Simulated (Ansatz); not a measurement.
The reference is Ag in the fcc (Cu type) structure (space group Fm-3m, No. 225; a = 4.104 Å; relaxed with 0.1 eV smearing). Axes: x, y, z lie along the cube axes.

Level of theory: r2SCAN (Ansatz, a first-principles code, PAW, scalar-relativistic without spin-orbit coupling).

For the base:

| Item | Result |
|---|---|
| Shortest interatomic distance | 5.484 bohr |
| Pressure | 0.0 GPa |

One thing is altered: the cell is compressed by 2.00 % along z with no lateral relaxation; the atoms relax in the strained cell.

Task: Estimate the effect on the energy relative to the base, shortest interatomic distance and pressure.

Result: The energy grows by 2.8 meV/atom; the shortest interatomic distance decreases by 0.0546 bohr, from 5.484 bohr to 5.430 bohr; the pressure (mean of the normal stresses, compression positive) goes from zero to 2.2 GPa.

No phonon test of stability was made.
